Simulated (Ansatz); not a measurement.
Take Rh in the fcc (Cu type) structure (space group Fm-3m, No. 225; a = 3.832 Å; relaxed with 0.1 eV smearing) as the base. Axes: x, y, z lie along the cube axes.

Level of theory: Ansatz (a program for electronic structure) PBE, without spin-orbit coupling.

Perturbation: an isotropic linear strain of −1.48 %, atoms relaxed at fixed cell.

Predict the stress tensor and what it implies for the stiffness.

Stress of the strained cell less that of the base (GPa, compression positive):
```
   12.8     0.0     0.0
    0.0    12.8     0.0
    0.0     0.0    12.8
```

Then B = −ΔP/(ΔV/V₀) with ΔV/V₀ = -0.0437 gives secant stiffness values (nonlinear terms included at this strain): B ≈ 292 GPa.

As a check, the harmonic strain energy −½ V₀ Δσ:ε is 25 meV/atom; the computed energy rise is 23 meV/atom.

Stability against distortions was not tested. All final runs are without spin polarisation.
